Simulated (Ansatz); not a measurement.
## Effect of pressure 22.5 GPa on hypothetical P6_3/mmc SnS2

The reference is SnS₂ in the 2H-MoS2 type structure (space group P6_3/mmc, No. 194; a = 3.589 Å, c = 11.889 Å; a hypothetical phase, not in the database extracts checked; layered, stacked along the Cartesian z axis).

The change: a hydrostatic pressure of 22.5 GPa.

Level of theory: DFT with PBE-D3(BJ), PAW potentials and a 420 eV plane-wave cutoff in Ansatz (a program for electronic structure), without spin-orbit coupling, earlier PAW set. Settings: 15×15×4 k-points, 0.05 eV Fermi–Dirac smearing.

```
quantity                             base     changed        shift
-----------------------------  ----------  ----------  -----------
volume per atom                  22.10 Å³    16.96 Å³     -5.14 Å³
density                        4.58 g/cm³  5.97 g/cm³  +1.39 g/cm³
lattice parameter a               3.589 Å     3.372 Å    -0.2164 Å
c/a ratio                           3.313       3.064      -0.2484
shortest interatomic distance     2.626 Å     2.523 Å     -0.103 Å
band gap                             zero        zero            –
```

Final structure:

```yaml
crystal:
  lattice:
    - [3.37240, 0.00000, 0.00000]
    - [-1.68620, 2.92059, 0.00000]
    - [0.00000, 0.00000, 10.33445]
  atoms:
    - { symbol: Sn, position: [0.33333, 0.66667, 0.25000] }
    - { symbol: Sn, position: [0.66667, 0.33333, 0.75000] }
    - { symbol: S, position: [0.33333, 0.66667, 0.59474] }
    - { symbol: S, position: [0.66667, 0.33333, 0.09474] }
    - { symbol: S, position: [0.66667, 0.33333, 0.40526] }
    - { symbol: S, position: [0.33333, 0.66667, 0.90526] }
```

Load acts through the strain it causes; cell and atoms are relaxed under it. No phonon test of stability was made. No other phases were tried under pressure. All final runs are without spin polarisation. A zero or small gap of SnS2 can be the functional's error rather than a property of the material.
